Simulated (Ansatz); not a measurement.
Consider the following.

```yaml
crystal:
  lattice:
    - [7.21140, 0.00000, -5.76763]
    - [-3.60570, 6.24526, 0.00000]
    - [7.21140, 0.00000, 5.76763]
  atoms:
    - { symbol: Hf, position: [0.00000, 0.50000, 0.00000] }
    - { symbol: Hf, position: [0.25634, 0.00115, 0.24237] }
    - { symbol: Hf, position: [0.25634, 0.49756, 0.24237] }
    - { symbol: Hf, position: [0.50000, 0.00000, 0.50000] }
    - { symbol: Hf, position: [0.50000, 0.50000, 0.50000] }
    - { symbol: Hf, position: [0.74366, 0.99885, 0.75763] }
    - { symbol: Hf, position: [0.74366, 0.50244, 0.75763] }
    - { symbol: S, position: [0.95331, 0.45521, 0.25897] }
    - { symbol: S, position: [0.95331, 0.75707, 0.25897] }
    - { symbol: S, position: [0.21493, 0.33135, 0.44777] }
    - { symbol: S, position: [0.21513, 0.83846, 0.46179] }
    - { symbol: S, position: [0.45582, 0.33449, 0.71216] }
    - { symbol: S, position: [0.45582, 0.83349, 0.71216] }
    - { symbol: S, position: [0.70311, 0.33426, 0.96542] }
    - { symbol: S, position: [0.78995, 0.86871, 0.94746] }
    - { symbol: S, position: [0.78487, 0.16154, 0.53821] }
    - { symbol: S, position: [0.78507, 0.66865, 0.55223] }
    - { symbol: S, position: [0.04669, 0.24293, 0.74103] }
    - { symbol: S, position: [0.04669, 0.54479, 0.74103] }
    - { symbol: S, position: [0.21005, 0.13129, 0.05254] }
    - { symbol: S, position: [0.29689, 0.66574, 0.03458] }
    - { symbol: S, position: [0.54418, 0.16651, 0.28784] }
    - { symbol: S, position: [0.54418, 0.66551, 0.28784] }
```

Spin-polarised, with starting moments of sign Hf0 Hf0 Hf0 Hf0 Hf0 Hf0 Hf0 S+ S+ S0 S0 S0 S0 S0 S+ S0 S0 S+ S+ S+ S0 S0 S0.

Level of theory: PBE-D3(BJ) (Ansatz, an electronic-structure program; PAW; 420 eV plane waves; spin-orbit coupling left out). Settings: 4×4×4 k-points, 0.01 eV Fermi–Dirac smearing.

Q: Predict the gap of the supercell and pressure.

A: The gap of the supercell comes out as 1.23 eV and the pressure comes out as 0.9 GPa.

The magnetic state is the one reached from the starting moments; the real material's order can differ, and small cells can't hold many antiferromagnetic ones. The cell is small, so the values are those of an ordered compound at a high defect concentration; dilute-limit values will differ. The defect started on the symmetric site and kept its symmetry, so it may sit on a saddle. With Hf present, leaving out spin-orbit coupling can change the band edges. Starting moments died away, wholly or in part, for Hf vacancy; another magnetic solution may exist. The cell was made from HfS₂ in the CdI2 type structure (space group P-3m1, No. 164; layered, stacked along the Cartesian z axis) by this change: Hf vacancy. The defect cell is spin-polarised and ends with 0.0 μB.
